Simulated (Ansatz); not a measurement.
## Converging the plane-wave cutoff: SrSO4 (R3m, 6 atoms in the cell)

```yaml
crystal:
  lattice:
    - [0.00000, 3.62242, 3.62242]
    - [3.62242, 0.00000, 3.62242]
    - [3.62242, 3.62242, 0.00000]
  atoms:
    - { symbol: Sr, position: [0.50399, 0.50399, 0.50399] }
    - { symbol: S, position: [0.00000, 0.00000, 0.00000] }
    - { symbol: O, position: [0.88106, 0.88106, 0.88106] }
    - { symbol: O, position: [0.35682, 0.88106, 0.88106] }
    - { symbol: O, position: [0.88106, 0.88106, 0.35682] }
    - { symbol: O, position: [0.88106, 0.35682, 0.88106] }
```

Method: LDA (PW92), default PAW files made with PBE (plane waves; Ansatz, a first-principles code).

Base settings: basis.ecutwfc = 420 eV; kpoints.mp_grid.grid = 6 6 6; hamiltonian.xc = lda; hamiltonian.pseudopotentials = {kind: paw} (the program's default PAW files); scf.occupations.method = fixed.

The second cell is the first with its lattice scaled by 0.98.

The mesh stays at the base's, so the ladder's end is converged at best in this setting alone.

The first pressure column holds Ansatz's estimate of the finite-basis (Pulay) stress, which hides part of the cutoff error; the other is without it.

Only quantities that move along the ladder and can be compared are tabulated.

The count of work is k-points × plane waves × bands × iterations; it is no time. 

The starting cell comes from a database of computed structures (which also holds hypothetical and non-ambient phases and stackings), without a prior relaxation at this level. Its lattice was rescaled by up to half a per cent. One atom was moved a little off its site on purpose. In the base run, with a pressure of about -7 GPa the cell is away from its equilibrium volume at this level.

| basis.ecutwfc | free energy less the last step's (meV/atom) | energy of the compressed cell less the first (meV/atom) | pressure (GPa) | pressure without the Pulay estimate (GPa) | largest difference of a force vector from the last step's (eV/Å) | count of work / last |
|---|---|---|---|---|---|---|
| 145 eV | 15442.58 | -46.35 | -5.86 | -307.53 | 2.068 | 0.055 |
| 170 eV | 9234.36 | -51.50 | -10.26 | -233.23 | 1.024 | 0.087 |
| 190 eV | 6013.74 | -71.07 | -11.11 | -179.52 | 1.191 | 0.088 |
| 210 eV | 3832.54 | -46.33 | -6.08 | -133.61 | 0.147 | 0.11 |
| 230 eV | 2377.03 | -45.01 | -4.17 | -96.26 | 0.930 | 0.11 |
| 250 eV | 1398.44 | 3.72 | -3.48 | -66.46 | 1.145 | 0.14 |
| 295 eV | 396.51 | -10.63 | -5.50 | -28.61 | 0.377 | 0.16 |
| 335 eV | 119.59 | -18.66 | -6.65 | -14.93 | 0.012 | 0.20 |
| 380 eV | 28.64 | -20.62 | -6.71 | -9.14 | 0.025 | 0.24 |
| 420 eV | 7.39 | -20.18 | -6.64 | -7.34 | 0.005 | 0.27 |
| 460 eV | 2.36 | -19.99 | -6.62 | -6.78 | 0.001 | 0.31 |
| 505 eV | 1.44 | -19.96 | -6.62 | -6.64 | 0.002 | 0.36 |
| 565 eV | 1.20 | -19.98 | -6.62 | -6.64 | 0.001 | 0.42 |
| 630 eV | 0.95 | -19.99 | -6.62 | -6.64 | 0.001 | 0.51 |
| 735 eV | 0.69 | -19.99 | -6.63 | -6.64 | 0.001 | 0.62 |
| 840 eV | 0.35 | -20.00 | -6.63 | -6.65 | 0.000 | 0.76 |
| 1010 eV | 0.00 | -20.01 | -6.63 | -6.63 | 0.000 | 1.0 |

Coarsest basis.ecutwfc that holds the forces within 0.02 eV/Å of the last step, with all finer ones: 420 eV, at 0.27 of the last step's count of work; the step before is off by 0.025 eV/Å.

Coarsest basis.ecutwfc that holds the pressure within 0.5 GPa of the last step, with all finer ones: 335 eV, at 0.20 of the last step's count of work; the step before is off by 1.1 GPa.

Coarsest basis.ecutwfc that holds the energy of the compressed cell less the first within 0.5 meV/atom of the last step, with all finer ones: 420 eV, at 0.27 of the last step's count of work; the step before is off by 0.61 meV/atom.

The energy difference between the two cells stays within 1 meV/atom of the last step's from 380 eV on, the total only from 630 eV on: much of the error is common to both cells and cancels.

At the lowest cutoff the pressure without the Pulay estimate lies 301 GPa under the last step's, the usual sign of Pulay stress in an incomplete plane-wave basis.

Keys are those of Ansatz 0.2.
